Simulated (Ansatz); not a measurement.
The reference is SnTe in the rock salt structure (space group Fm-3m, No. 225; a = 6.2348 Å).

All numbers come from LDA (Ansatz, a first-principles code, PAW, no spin-orbit coupling).

For the base:

The pressure is 0.0 kbar.

One thing is altered: the cell is scaled by 0.9850 in all directions, atoms relaxed at fixed cell.

### Question
Estimate the effect on the pressure and energy relative to the base.

### Answer
The pressure goes from zero to 25.4 kbar; the energy rises by 10 meV/atom.

The cells carry an imposed strain or load. Whether these cells are dynamically stable was not tested.
